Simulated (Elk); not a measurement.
Band structure of ScGe₂ (Cmcm, 6 atoms in the cell).

```
CELL_PARAMETERS angstrom
      1.92894    -7.54614     0.00000
      1.92894     7.54614     0.00000
      0.00000     0.00000     3.79182
ATOMIC_POSITIONS crystal
  Sc 0.89685 0.10315 0.75000
  Sc 0.10315 0.89685 0.25000
  Ge 0.55544 0.44456 0.75000
  Ge 0.44456 0.55544 0.25000
  Ge 0.25212 0.74788 0.75000
  Ge 0.74788 0.25212 0.25000
```

Level of theory: LDA (PW92), all-electron FP-LAPW, Elk's shipped species files, LAPW+lo basis (Elk).

Settings: rgkmax = 7.5; stype = 0; swidth = 0.00499791 Ha; ngridk = 4 4 4; gmaxvr = 14 1/bohr; nxoapwlo = 1; rmtscf = 0.93; maxscl = 100.

The starting cell comes from a database of computed structures (which also holds hypothetical and non-ambient phases and stackings), without a prior relaxation at this level. Values depend on the basis (sphere radii, cutoffs, local orbitals), which need not be converged.

Levels in eV from the Fermi level, bands 36 to 43:
```tsv
point	36	37	38	39	40	41	42	43
Γ	-1.40	-1.38	-1.16	-0.50	0.66	2.21	2.42	2.42
X	-1.84	-0.16	-0.06	0.70	0.85	1.17	1.67	1.71
S	-1.24	-0.70	0.03	0.81	0.83	1.04	1.39	1.71
R	-2.69	-2.27	-2.27	-1.08	-1.08	2.88	2.88	3.09
A	-2.52	-2.41	-2.41	-1.06	-1.06	2.84	2.84	3.06
Z	-0.93	-0.18	-0.18	0.99	0.99	1.21	1.21	2.41
Y	-1.39	-1.13	-0.74	-0.06	0.92	2.11	2.18	2.31
X1	-1.84	-0.16	-0.06	0.70	0.85	1.17	1.67	1.71
A1	-2.52	-2.41	-2.41	-1.06	-1.06	2.84	2.84	3.06
T	-1.88	-0.75	-0.75	0.41	0.41	0.97	0.97	2.82
```

Bands cross the Fermi level along this path, so the cell is metallic at this level.
